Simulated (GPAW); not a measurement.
## Input and output of a self-consistent single point for MgSb (R-3m, 2 atoms in the cell) (GPAW)

Method: LDA (Perdew-Wang 92), GPAW PAW datasets LDA (gpaw-data 1.0.1) (plane waves; GPAW).

Input:

```python
from ase import Atoms
from ase.units import GPa
from gpaw import GPAW, PW

atoms = Atoms(['Mg', 'Sb'],
              cell=[[1.919540, 1.108247, 4.018313],
                    [-1.919540, 1.108247, 4.018313],
                    [0.000000, -2.216494, 4.018313]],
              scaled_positions=[[0.000000, 0.000000, 0.000000],
                                [0.500000, 0.500000, 0.500000]],
              pbc=True)

calc = GPAW(mode=PW(850),
            xc='LDA',
            kpts={'size': (12, 12, 12), 'gamma': True},
            occupations={'name': 'methfessel-paxton', 'width': 0.136, 'order': 0},
            nbands=-6,
            convergence={'forces': 0.001},
            symmetry={'symmorphic': False, 'tolerance': 0.0005},
            maxiter=120)

atoms.calc = calc

energy = atoms.get_potential_energy()
print('Energy (eV):', round(energy, 6))
forces = atoms.get_forces()
print('Forces (eV/Ang):')
print(forces.round(5))
stress = atoms.get_stress()
print('Stress (GPa, Voigt):', (stress / GPa).round(4))
```

Log, with long lists cut:

```
Input parameters:
  convergence: {forces: 0.001}
  kpts: {gamma: True,
         size: (12, 12, 12)}
  maxiter: 120
  mode: {ecut: 850.0,
         name: pw}
  nbands: -6
  occupations: {name: methfessel-paxton,
                order: 0,
                width: 0.136}
  symmetry: {symmorphic: False,
             tolerance: 0.0005}

species:
  Mg:
    name: Magnesium
    Z: 12.0
    valence: 10
    core: 2
    charge: 0.0
    file: Mg.LDA.gz

    # Using partial waves for Mg as LCAO basis

  Sb:
    name: Antimony
    Z: 51.0
    valence: 15
    core: 36
    charge: 0.0
    file: Sb.LDA.gz

    # Using partial waves for Sb as LCAO basis

Reference energy: -181559.666323  # eV

Spin-paired calculation

Convergence criteria:
 Maximum [total energy] change in last 3 cyles: 0.0005 eV / valence electron
 Maximum integral of absolute [dens]ity change: 0.0001 electrons / valence electron
 Maximum integral of absolute [eigenst]ate change: 4e-08 eV^2 / valence electron
 Maximum change in the atomic [forces] across last 2 cycles: 0.001 eV/Ang OR
Maximum error relative to the maximum force is below inf
 Maximum number of scf [iter]ations: 120

Symmetries present (total): 12
Symmetries with fractional translations: 0
1728 k-points: 12 x 12 x 12 Monkhorst-Pack grid + [1/24,1/24,1/24]
189 k-points in the irreducible part of the Brillouin zone
       k-points in crystal coordinates                weights
   0:    -0.00000000   -0.00000000   -0.00000000          1/1728
   1:     0.08333333   -0.00000000   -0.08333333          6/1728
   2:     0.08333333   -0.00000000   -0.00000000          6/1728
   [... 7 lines left out ...]
          ...
 188:     0.50000000    0.50000000    0.50000000          1/1728

Wave functions: Plane wave expansion
  Cutoff energy: 850.000 eV
  Number of coefficients (min, max): 2845, 2912
  Pulay-stress correction: 0.000000 eV/Ang^3 (de/decut=0.000000)

Occupation numbers: Methfessel-Paxton:
  width: 0.1360  # eV
  order: 0

Eigensolver

Densities:
  Coarse grid: 32*32*32 grid
  Fine grid: 64*64*64 grid
  Total Charge: 0.000000

Density mixing:
  Method: separate
  Backend: pulay
  Linear mixing parameter: 0.05
  old densities: 5
  Damping of long wavelength oscillations: 50

Hamiltonian:
  XC and Coulomb potentials evaluated on a 64*64*64 grid
  External potential:
    NoExternalPotential

Number of atoms: 2
Number of atomic orbitals: 17
Number of bands in calculation: 18
Number of valence electrons: 25
Bands to converge: occupied

Density initialized from atomic densities
  17 bands from LCAO basis set
  1 band from random numbers

Atomic positions and initial magnetic moments

Positions:
   0 Mg     0.000000    0.000000    0.000000    ( 0.0000,  0.0000,  0.0000)
   1 Sb     0.000000    0.000000    6.027470    ( 0.0000,  0.0000,  0.0000)

Unit cell:
           periodic     x           y           z      points  spacing
  1. axis:    yes    1.919540    1.108247    4.018313    32     0.1002
  2. axis:    yes   -1.919540    1.108247    4.018313    32     0.1002
  3. axis:    yes    0.000000   -2.216494    4.018313    32     0.1002

  Lengths:   4.589083   4.589083   4.589083
  Angles:   49.452593  49.452593  49.452591

Effective grid spacing dv^(1/3) = 0.1161

     iter     time        total  log10-change:
                         energy   eigst   dens  force
iter:   1 --:--:--    -7.487922
iter:   2 --:--:--    -7.515905   -0.43  -1.52
iter:   3 --:--:--    -7.434565   -1.32  -1.55
iter:   4 --:--:--    -7.439246   -2.39  -2.02
iter:   5 --:--:--    -7.436637c  -2.60  -2.09
iter:   6 --:--:--    -7.432368c  -3.70  -2.50
iter:   7 --:--:--    -7.432499c  -5.17  -2.93
iter:   8 --:--:--    -7.432070c  -4.25  -2.94
iter:   9 --:--:--    -7.432077c  -5.49  -3.61
iter:  10 --:--:--    -7.432031c  -6.47  -3.56
iter:  11 --:--:--    -7.432020c  -7.33  -3.64
iter:  12 --:--:--    -7.431984c  -6.18  -3.66
iter:  13 --:--:--    -7.431959c  -5.80  -3.73
iter:  14 --:--:--    -7.431970c  -6.58  -4.03c
iter:  15 --:--:--    -7.431981c  -5.34  -3.83
iter:  16 --:--:--    -7.431985c  -6.60  -3.90
iter:  17 --:--:--    -7.431963c  -5.47  -3.89
iter:  18 --:--:--    -7.431960c  -7.17  -4.21c
iter:  19 --:--:--    -7.431959c  -7.37  -4.17c
iter:  20 --:--:--    -7.431961c  -7.19  -4.04c
iter:  21 --:--:--    -7.431961c  -7.61c -4.28c
iter:  22 --:--:--    -7.431960c  -6.99  -4.29c
iter:  23 --:--:--    -7.431960c  -8.27c -4.39c -23.80c

Converged after 23 iterations.

Dipole moment: (0.000000, 0.000000, 0.000000) |e|*Ang

Energy contributions relative to reference atoms: (reference = -181559.666323)

Kinetic:         -5.130845
Potential:       +5.327268
External:        +0.000000
XC:              -7.762228
Entropy (-ST):   -0.009989
Local:           +0.138839
SIC:             +0.000000
--------------------------
Free energy:     -7.436954
Extrapolated:    -7.431960

Showing only first 2 kpts
 Kpt  Band  Eigenvalues  Occupancy
  0    10      3.83587    2.00000
  0    11      6.19144    0.00000
  0    12      7.07120    0.00000
  0    13      7.07121    0.00000

  1    10      3.99143    2.00000
  1    11      5.15641    0.89585
  1    12      6.53721    0.00000
  1    13      6.82782    0.00000

Fermi level: 5.14383

No gap
No difference between direct/indirect transitions
Energy (eV): -7.43196

Forces in eV/Ang:
  0 Mg    0.00000    0.00000   -0.00000
  1 Sb   -0.00000    0.00000    0.00000

Stress tensor:
     0.018958    -0.000000    -0.000000
    -0.000000     0.018958     0.000000
    -0.000000     0.000000     0.023324
Stress (GPa, Voigt): [ 3.0374  3.0374  3.737   0.     -0.     -0.    ]
```

The run converged in 23 iterations. GPAW prints stress with tension positive.

The starting cell comes from a database of computed structures (which also holds hypothetical and non-ambient phases and stackings), without a prior relaxation at this level. Spin-orbit coupling is off. With a pressure of about -3 GPa the cell is away from its equilibrium volume at this level.

Cost on one core of a shared machine: roughly 2 min.
